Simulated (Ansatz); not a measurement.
Consider the following.

End structure of a constructed model of the (100) surface of fcc Pt, a layer of Mg in place of the second plane (bottom of the slab: a bare face, its two planes held):

```
CELL_PARAMETERS angstrom
      2.80721     0.00000     0.00000
      0.00000     2.80721     0.00000
      0.00000     0.00000    26.00000
ATOMIC_POSITIONS crystal
  Pt 0.50000 0.50000 0.30798
  Pt 0.00000 0.00000 0.38433
  Pt 0.50000 0.50000 0.46043
  Pt 0.00000 0.00000 0.53850
  Mg 0.50000 0.50000 0.61460
  Pt 0.00000 0.00000 0.68632
```

Slab: 6 atoms, 10.0 Å thick at the start (thin: gaps and levels are the slab's own); k 13x13x1, smearing 0.1 eV, dipole-corrected; 2 atoms held, the rest relaxed; start symmetry kept, larger cells not searched; no spin, no spin-orbit, no U. It is one candidate, not shown to be the stable structure of the face.

**Question.** What is the computed work function of the top face (PBE (Ansatz, an electronic-structure program))?

**Answer.** 5.34 eV
